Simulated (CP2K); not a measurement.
A series of runs on InP3 (R-3m, 8 atoms in the cell)

```cif
data_In6P18
_chemical_formula_sum 'In6 P18'
_space_group_name_H-M_alt 'R-3m :H'
_space_group_IT_number 166
_space_group_name_Hall '-R 3 2"'
_cell_length_a 7.44900
_cell_length_b 7.44900
_cell_length_c 9.88500
_cell_angle_alpha 90.000
_cell_angle_beta 90.000
_cell_angle_gamma 120.000
loop_
_atom_site_label
_atom_site_type_symbol
_atom_site_symmetry_multiplicity
_atom_site_Wyckoff_symbol
_atom_site_fract_x
_atom_site_fract_y
_atom_site_fract_z
_atom_site_occupancy
In1 In 6 c 0.00000 0.00000 0.27550 1
P1 P 18 h 0.14837 0.29673 0.05533 1
```
(The calculation used a cell of 8 atoms; values per cell refer to that cell.)

Base run A: PBEsol, GPW, DZVP-MOLOPT-SR-GTH basis, GTH-PBE potentials (GTH_POTENTIALS) (CP2K), self-consistent single point.

Its settings: CUTOFF = 500 Ry; REL_CUTOFF = 50 Ry; SMEAR/METHOD = FERMI_DIRAC; ELECTRONIC_TEMPERATURE = 1578.21 K; KPOINTS/SCHEME = MONKHORST-PACK 3 3 3; XC_FUNCTIONAL = PBE:PBESOL; In/BASIS_SET = DZVP-MOLOPT-SR-GTH; In/POTENTIAL = GTH-PBE-q13; P/BASIS_SET = DZVP-MOLOPT-SR-GTH; P/POTENTIAL = GTH-PBE-q5; METHOD = GPW; EPS_DEFAULT = 1e-10; NGRIDS = 5; SCF_GUESS = ATOMIC; EPS_SCF = 1e-06; MAX_SCF = 100; ADDED_MOS = 10; MIXING/METHOD = BROYDEN_MIXING; MIXING/ALPHA = 0.3; MIXING/NBUFFER = 8.

The starting cell comes from a database of published, mostly measured structures (it also holds non-ambient and calculated ones), without a prior relaxation at this level. Values carry the incompleteness of an atom-centred basis. The potentials were made for another functional than the one used. The run gives no clean gap (levels at the Fermi energy touch, overlap or are partly filled at this smearing), which alone does not show that the compound is a metal. Without a gap this mesh is coarse (it stands for a supercell whose shortest vector is 16 Å).

ΔF is the free energy per atom less that of run A. 

Run A gave: pressure (GPa) 1.03; largest force (eV/Å) 0.468.

Runs:
- B: lattice scaled by 0.97
- C: lattice scaled by 0.97; CUTOFF: 500 Ry → 300 Ry
- D: lattice scaled by 0.985
- E: lattice scaled by 0.985; CUTOFF: 500 Ry → 300 Ry
- F: lattice scaled by 1.015
- G: lattice scaled by 1.015; CUTOFF: 500 Ry → 300 Ry
- H: lattice scaled by 1.03
- I: lattice scaled by 1.03; CUTOFF: 500 Ry → 300 Ry
- J: CUTOFF: 500 Ry → 300 Ry

**Question.** What does run H change against A?

**Answer.** The free energy rises by 28.1 meV/atom, the pressure goes from 1.03 to -5.41 GPa and the largest force goes from 0.468 to 0.253 eV/Å.

**Question.** What does run F change against A?

**Answer.** The free energy rises by 4.6 meV/atom, the pressure goes from 1.03 to -2.54 GPa and the largest force goes from 0.468 to 0.117 eV/Å.

```
run  ΔF (meV/atom)  pressure (GPa)  largest force (eV/Å)
---  -------------  --------------  --------------------
A             0.00            1.03                 0.468
B             59.0           10.68                 1.363
C             59.0           10.69                 1.363
D             17.0            5.36                 0.886
E             16.9            5.37                 0.886
F              4.6           -2.54                 0.117
G              4.3           -2.52                 0.117
H             28.1           -5.41                 0.253
I             27.7           -5.40                 0.253
J            -0.21            1.05                 0.468
```
